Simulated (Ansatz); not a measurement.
We consider Mo2GaN (model structure, started from the MAX type, P6₃/mmc, No. 194, 8 atoms in the cell), described by PBE (plane waves, PAW; Ansatz, a program for electronic structure).

Settings: plane-wave cutoff 520 eV, 24×24×6 k mesh (along the axes of the cell as run), Fermi–Dirac smearing 0.05 eV, no spin polarisation, scalar-relativistic PAW data made under PBE.

Cell (relaxed at this level):

```xyz
8
Lattice="2.8705 0.0000 0.0000 -1.4353 2.4859 0.0000 0.0000 0.0000 14.4451" Properties=species:S:1:pos:R:3 pbc="T T T"
Ga     0.0000     1.6573    10.8338
Ga     1.4353     0.8286     3.6113
Mo     0.0000     1.6573     1.3832
Mo     1.4353     0.8286     8.6057
Mo     1.4353     0.8286    13.0619
Mo     0.0000     1.6573     5.8394
N      0.0000     0.0000     0.0000
N      0.0000     0.0000     7.2226
```

Question: Give the computed bulk modulus.

Answer: 
bulk modulus: 218 GPa

Note: the run has no spin polarisation, so it can have missed a magnetic state; the bulk modulus is −V dP/dV from two relaxed cells at ±2 % in volume; the relaxation could raise the start's symmetry but not lower it, so the cell can be a saddle point.

Computed values are for the static lattice.

Cost on a shared machine: very roughly 15 core-minutes.

A model structure was made by putting elements into a prototype or built by hand; it is no filed structure, need not be a known phase, and can be a saddle point held by its symmetry.
